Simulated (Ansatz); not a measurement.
# Effect of uniaxial strain ε_xx = −0.50 % on Hf

Base system: Hf in the hcp (Mg type) structure (space group P6_3/mmc, No. 194; a = 3.1581 Å, c = 5.0045 Å; relaxed with 0.1 eV smearing). Axes: x lies along a and z along c of the hexagonal cell.

Perturbation: the cell is compressed by 0.50 % along x with no lateral relaxation; the atoms relax in the strained cell.

The values are results of Ansatz (an electronic-structure program) PBEsol, no spin-orbit coupling, not measurements. Γ-centred 21×21×12 mesh, Fermi–Dirac width 0.1 eV.

| quantity | base | changed | shift |
|---|---|---|---|
| space group | P6_3/mmc (No. 194) | Cmcm (No. 63) | – |
| shortest interatomic distance | 3.096 Å | 3.092 Å | -0.004 Å |
| energy relative to the base (free energy F) | 0 meV/atom | +0.3 meV/atom | +0.3 meV/atom |
| pressure (mean of the normal stresses, compression positive) | 0.0 GPa | 0.6 GPa | +0.6 GPa |
| band gap | zero | zero | – |
| stress (xx, yy, zz, yz, xz, xy; compression positive) | – | (0.9, 0.4, 0.4, 0.0, 0.0, 0.0) GPa | – |

Final structure:

```xyz
2
Lattice="3.1423 0.0000 0.0000 -1.5712 2.7350 0.0000 0.0000 0.0000 5.0045" Properties=species:S:1:pos:R:3 pbc="T T T"
Hf     1.5712     0.9079     3.7534
Hf     0.0000     1.8271     1.2511
```

No phonon test of stability was made. The final runs are not spin-polarised.
